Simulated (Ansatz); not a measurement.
The parent structure is ZrO2 in the fluorite structure (space group Fm-3m, No. 225; a = 5.064 Å).

Levels (all Ansatz, a program for electronic structure, PAW): PBEsol (420 eV, scalar-relativistic without spin-orbit coupling); PBEsol+SOC (420 eV, spin-orbit coupling included).

The geometry is relaxed with PBEsol.

| Property | Value |
|---|---|
| PBEsol width of the top valence band | 1.67 eV |
| PBEsol smallest direct gap | 3.76 eV |
| PBEsol band gap | 3.33 eV |

With PBEsol+SOC at the same geometry, the width of the top valence band decreases by 0.047 eV to 1.63 eV; the smallest direct gap stays 3.76 eV; the band gap stays 3.33 eV.

Single points use the geometry relaxed with PBEsol. Differences between runs with and without spin-orbit coupling are approximate. Stability against distortions was not tested. This is not the structure that ZrO2 has at room temperature and ambient pressure.
